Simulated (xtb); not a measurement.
xtb 6.7.1, GFN1-xTB: Si(F)(Me)(OEt)(NH2) (CCO[Si](C)(N)F), 17 atoms. The geometry is a generated start, not checked to be a minimum at this level.

| Property | Result |
|---|---|
| method | GFN1-xTB |
| --acc | 1 (default) |
| --etemp (K) | 300 (default) |
| detailed input (--input) | none: ANC optimiser, Lindh (1995) Hessian, microcycle=20, maxdispl=1.0, hlow=0.01 (default) |
| basis functions | 54 |
| valence electrons | 44 |

```xyz
17

C     -2.7652    -0.3217     0.4011
C     -1.3596     0.2575     0.4662
O     -0.4648    -0.6300    -0.1493
Si     1.0924    -0.4325    -0.5192
C      2.2349     0.0251     0.9162
N      1.2857     0.7372    -1.7653
F      1.4199    -1.9380    -1.0044
H     -3.0675    -0.4467    -0.6352
H     -2.7840    -1.2942     0.8847
H     -3.4654     0.3421     0.9010
H     -1.0584     0.4042     1.5108
H     -1.3234     1.2307    -0.0377
H      3.2739     0.0831     0.6052
H      2.1743    -0.7163     1.7078
H      1.9686     0.9874     1.3434
H      0.6298     0.7510    -2.5291
H      2.2087     0.9612    -2.0961
```

The structure is relaxed from this start with --opt LEVEL for the levels crude, sloppy, loose, lax, normal, tight, vtight, extreme, once each. Up to the end of the extreme run atoms move by at most 0.89 Å along an axis.

Q: Choose the cheapest level whose final energy lies within 5 meV of that of extreme.

A: loose: 30 cycles against 260, ending 2.6 meV above.

```tsv
level	cycles	energy above the extreme run (meV)	gradient norm (eV/Å)
crude	13	42	0.30
sloppy	17	32	0.19
loose	30	2.6	0.081
lax	31	2.2	0.089
normal	38	0.76	0.029
tight	39	0.74	0.023
vtight	94	0.38	0.0016
extreme	260	—	0.00099
```
